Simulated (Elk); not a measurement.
Elk run on HfAu (P4/nmm, 4 atoms in the cell): self-consistent single point.

Method of the run: PBEsol, all-electron FP-LAPW, Elk's shipped species files, APW+lo basis with extra local orbitals run with Elk.

The change in words: lattice scaled by 0.98. Reference geometry:
```
HfAu
1.0
    3.48386     0.00000     0.00000
    0.00000     3.48386     0.00000
    0.00000     0.00000     6.32052
Hf Au
2 2
Direct
  0.00000   0.50000   0.85158
  0.50000   0.00000   0.14842
  0.00000   0.50000   0.37143
  0.50000   0.00000   0.62857
```

Reference input (self-consistent single point, DFT, PBEsol, all-electron FP-LAPW, Elk's shipped species files, APW+lo basis with extra local orbitals): xctype = 22; rgkmax = 7.5; stype = 0; swidth = 0.00367493 Ha; ngridk = 8 8 4; gmaxvr = 14 1/bohr; nxlo = 2; lorbcnd = true; rmtscf = 0.9; lmaxi = 2; maxscl = 100. This run's input differs from it in these lines:

```diff
@@ -34,3 +34,3 @@
 scale
-  6.583541257
+  6.451870809
 
@@ -39,3 +39,3 @@
     0.0000000000    1.0000000000    0.0000000000
-    0.0000000000    0.0000000000    1.8142290448
+    0.0000000000    0.0000000000    1.8142290557
```

Output (repeated stretches shortened):

```
│ Self-consistent loop started │
│ Loop number : 1 │
 total energy                :     -68222.0198219
│ Loop number : 2 │
 total energy                :     -68225.7703949
RMS change in Kohn-Sham potential (target) :   0.4560840081     (  0.1000000000E-05)
Absolute change in total energy (target)   :    3.750573014     (  0.1000000000E-03)
│ Loop number : 3 │
 total energy                :     -68243.2621716
RMS change in Kohn-Sham potential (target) :   0.3579022868     (  0.1000000000E-05)
Absolute change in total energy (target)   :    18.42941995     (  0.1000000000E-03)
│ Loop number : 4 │
   [... lines left out ...]
Absolute change in total energy (target)   :   0.5367094418E-03 (  0.1000000000E-03)
│ Loop number : 17 │
 total energy                :     -68272.1974295
RMS change in Kohn-Sham potential (target) :   0.1786114778E-06 (  0.1000000000E-05)
Absolute change in total energy (target)   :   0.2317580511E-03 (  0.1000000000E-03)
│ Loop number : 18 │
 total energy                :     -68272.1974001
RMS change in Kohn-Sham potential (target) :   0.7481134447E-07 (  0.1000000000E-05)
Absolute change in total energy (target)   :   0.8728571993E-04 (  0.1000000000E-03)
Convergence targets achieved

│ Loop number : 19 │

Energies :
 Fermi                       :     0.406424464247
 total energy                :     -68272.1973994

Density of states at Fermi energy :    81.13186067
 (states/Hartree/unit cell)

Estimated indirect band gap :   0.7526358957E-03
 from k-point      8 to k-point      9
Estimated direct band gap   :   0.6660864854E-02
 at k-point      8

Charges :
 core                        :    188.0000000
 valence                     :    114.0000000
 interstitial                :    7.133349247
 muffin-tins (core leakage)
  species :    1 (Hf)
   atom    1                 :    69.77657962     (  0.2890441927E-05)
   atom    2                 :    69.77657962     (  0.2890441927E-05)
  species :    2 (Au)
   atom    1                 :    77.65674576     (  0.4444816175E-03)
   atom    2                 :    77.65674576     (  0.4444816175E-03)
 total in muffin-tins        :    294.8666508
 total calculated charge     :    301.9857369
 total charge                :    302.0000000
 error                       :   0.1426305836E-01

│ Self-consistent loop stopped │
```

The run converged in 19 iterations. The count includes the last loop, which Elk runs after its targets are met. Against the reference run the total energy goes up by 14.4 meV/atom.

The starting cell comes from a database of computed structures (which also holds hypothetical and non-ambient phases and stackings), without a prior relaxation at this level. For this run, on top of that: lattice scaled by 0.98. Spin-orbit coupling is off. Values depend on the basis (sphere radii, cutoffs, local orbitals), which need not be converged. The log's line on a gap gives a spacing of levels on this mesh, which the program prints for metals too.

Cost on one core of a shared machine: roughly 80 s.
